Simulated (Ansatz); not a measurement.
Effort and miss along a sweep of kpoints.mp_grid.grid: BiBrO (P4/nmm, 6 atoms in the cell)

```
BiBrO
1.0
    3.87991     0.00000     0.00000
    0.00000     3.87991     0.00000
    0.00000     0.00000     8.29191
Bi Br O
2 2 2
Direct
  0.00000   0.50000   0.85144
  0.50000   0.00000   0.14856
  0.50000   0.00000   0.66529
  0.00000   0.50000   0.33471
  0.00000   0.00000   0.00000
  0.50000   0.50000   0.00000
```

Method: HSE06, default PAW files made with PBE (plane waves; Ansatz, a first-principles code).

Base settings: basis.ecutwfc = 420 eV; kpoints.mp_grid.grid = 4 4 2; hamiltonian.xc = hse06; hamiltonian.pseudopotentials = {kind: paw} (the program's default PAW files); scf.occupations.method = gaussian; scf.occupations.width = 0.05 eV.

Misses are taken against the tightest run, 6 6 3, which need not be fully converged itself. The energy is the free energy per atom.

Core times come from one kind of shared machine and are given to one figure; runs under 30 s give none.

The starting cell comes from a database of computed structures (which also holds hypothetical and non-ambient phases and stackings), without a prior relaxation at this level. Its lattice was rescaled by a random factor within 2.5 % of one.

The runs (kpoints.mp_grid.grid): 3 3 2 | 4 4 2 | 5 5 3 | 6 6 3.

Question: Which is the coarsest setting among those run that, with all tighter ones, holds the energy within 5 meV/atom of the reference, and what does it save?

Answer: 4 4 2, off by 1.4 meV/atom; it needs about 0.3 of the reference's time.

Question: Which is the coarsest setting among those run that, with all tighter ones, holds the energy within 1 meV/atom of the reference, and what does it save?

Answer: 5 5 3, off by 0.21 meV/atom; its saving against the reference is no more than about a factor of 2 in time.

Question: What does the step from 3 3 2 to 5 5 3 buy?

Answer: It takes the miss in the energy from 7.2 to 0.21 meV/atom, for roughly 3 times the time.

| kpoints.mp_grid.grid | energy less reference (meV/atom) | largest difference in the force on any atom (eV/Å) | core time / reference (rough) |
|---|---|---|---|
| 3 3 2 | 7.17 | 0.041 | 0.2 |
| 4 4 2 | 1.42 | 0.016 | 0.3 |
| 5 5 3 | 0.21 | 0.003 | 0.7 |
| 6 6 3 | 0.00 | 0.000 | 1 |

Keys are those of Ansatz 0.2.
